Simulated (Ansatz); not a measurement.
**BN (space group P4_2/mnm, No. 136; a model cell, its experimental status unchecked)**

```cif
data_B4N4
_chemical_formula_sum 'B4 N4'
_space_group_name_H-M_alt 'P 1'
_space_group_IT_number 1
_cell_length_a 4.39877
_cell_length_b 4.39877
_cell_length_c 2.53844
_cell_angle_alpha 90.000
_cell_angle_beta 90.000
_cell_angle_gamma 90.000
loop_
_space_group_symop_operation_xyz
  'x, y, z'
loop_
_atom_site_label
_atom_site_type_symbol
_atom_site_fract_x
_atom_site_fract_y
_atom_site_fract_z
_atom_site_occupancy
B1 B 0.82589 0.17411 0.50000 1
B2 B 0.17411 0.82589 0.50000 1
B3 B 0.32589 0.32589 0.00000 1
B4 B 0.67411 0.67411 0.00000 1
N1 N 0.81241 0.81241 0.50000 1
N2 N 0.18759 0.18759 0.50000 1
N3 N 0.68759 0.31241 0.00000 1
N4 N 0.31241 0.68759 0.00000 1
```

Level of theory: PBEsol (Ansatz, a first-principles code, PAW, without spin-orbit coupling). Γ-centred 8×8×13 mesh, Fermi–Dirac width 0.05 eV.

* **Volume per atom**: 6.14 Å³
* **Density**: 3.36 g/cm³
* **Band gap**: 4.58 eV, indirect, M–Γ (89 % along) → k = (0, 0, 0.308) in the run's primitive reciprocal basis
* **Electron mass**: 0.50 mₑ along k, 0.40 mₑ across
* **Total energy**: -266.806 eV/atom (σ→0; compares only within this code and set-up)

Effective masses come from finite differences of ±0.01 Å⁻¹. Along k means along the line from Γ to the band edge. Whether these cells are dynamically stable was not tested.
